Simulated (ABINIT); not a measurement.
ABINIT run on Pt3Ti (P1, 4 atoms in the cell): self-consistent single point.

Computed with PBE, norm-conserving pseudopotentials (PseudoDojo nc-sr-05 PBE standard) (plane waves; ABINIT).

The change in words: lattice scaled by 0.98. Reference geometry:
```xyz
4
Lattice="3.9200 0.0000 0.0000 0.0000 3.9200 0.0000 0.0000 0.0000 3.9200" Properties=species:S:1:pos:R:3 pbc="T T T"
Ti    -0.0247     0.0539     0.0502
Pt     0.0401     1.9149     1.9288
Pt     1.9144     0.0402     1.9319
Pt     1.9903     1.9110     0.0092
```

Reference input (self-consistent single point, DFT, PBE, plane waves, norm-conserving pseudopotentials (PseudoDojo nc-sr-05 PBE standard)): pseudos = [Ti.upf, Pt.upf]; ecut = 42 Ha; occopt = 7; tsmear = 0.1 eV; ngkpt = 5 5 5; nshiftk = 1; shiftk = 0 0 0; potentials = PseudoDojo nc-sr-05 PBE standard; nband = 42; kptopt = 1; nstep = 80; tolvrs = 1e-11. This run's input differs from it in these lines:

```diff
@@ -3,3 +3,3 @@
 pseudos "Ti.upf, Pt.upf"
-acell 3.9200000000 3.9200000000 3.9200000000 Angstrom
+acell 3.8416000000 3.8416000000 3.8416000000 Angstrom
 rprim
```

Log, with long lists cut:

```
--- !BeginCycle
solver: {iscf: 7, nstep: 80, nline: 4, wfoptalg: 0, }
tolerances: {tolvrs: 1.00E-11, }
...

     iter   Etot(hartree)      deltaE(h)  residm     vres2
 ETOT  1  -450.56264970446    -4.506E+02 4.004E-01 2.282E+03
 ETOT  2  -450.03414785757     5.285E-01 7.044E-02 8.413E+03
 ETOT  3  -451.20592219156    -1.172E+00 3.169E-02 2.249E+02
 ETOT  4  -451.24046664006    -3.454E-02 2.302E-02 2.081E+00
 ETOT  5  -451.23971004413     7.566E-04 5.385E-03 7.336E+00
   [... 5 lines left out ...]
 ETOT 11  -451.24082172566    -3.075E-10 1.165E-03 6.189E-07
 ETOT 12  -451.24082172577    -1.036E-10 2.004E-03 3.631E-10
 ETOT 13  -451.24082172577    -4.547E-13 8.190E-04 2.262E-11
 ETOT 14  -451.24082172577    -3.411E-13 1.330E-03 8.339E-13
 At SCF step   14       vres2   =  8.34E-13 < tolvrs=  1.00E-11 =>converged.

 Cartesian components of stress tensor (hartree/bohr^3)
  sigma(1 1)= -8.69314100E-04  sigma(3 2)= -1.67745088E-06
  sigma(2 2)= -8.78104061E-04  sigma(3 1)=  2.32634278E-06
  sigma(3 3)= -8.36833354E-04  sigma(2 1)=  5.21139584E-05

 ----iterations are completed or convergence reached----

 reduced coordinates (array xred) for    4 atoms
       0.993702000000      0.013743000000      0.012803000000
       0.010221000000      0.488502000000      0.492037000000
       0.488360000000      0.010246000000      0.492819000000
       0.507717000000      0.487509000000      0.002341000000
 cartesian forces (eV/Angstrom) at end:
    1      0.17067251883665    -0.65160121165691    -0.54200732892311
   [... lines left out ...]
 Fermi (or HOMO) energy (eV) =  17.35010   Average Vxc (eV)= -14.39509
   [... lines left out ...]
total_energy        : -4.51240821725768E+02
total_energy_eV     : -1.22788872132817E+04
band_energy         : -3.27850115267373E+01
...

-Cartesian components of stress tensor (GPa)         [Pressure=  2.5344E+01 GPa]
- sigma(1 1)= -2.55760995E+01  sigma(3 2)= -4.93523005E-02
- sigma(2 2)= -2.58347091E+01  sigma(3 1)=  6.84433560E-02
- sigma(3 3)= -2.46204832E+01  sigma(2 1)=  1.53324533E+00

 Calculation completed.
```

The run converged in 14 iterations. Against the reference run the free energy goes up by 85.7 meV/atom, the pressure goes from 6.67 to 25.34 GPa and the largest force goes from 1.454 to 1.912 eV/Å.

The starting cell has typed, rounded lattice constants, without a prior relaxation at this level. Its atoms were displaced at random from the sites of space group no. 221. For this run, on top of that: lattice scaled by 0.98. Spin polarisation is off. With a pressure of about 25 GPa the cell is away from its equilibrium volume at this level. Forces in this geometry exceed 1 eV/Å.

Cost on one core of a shared machine: roughly 9 min.
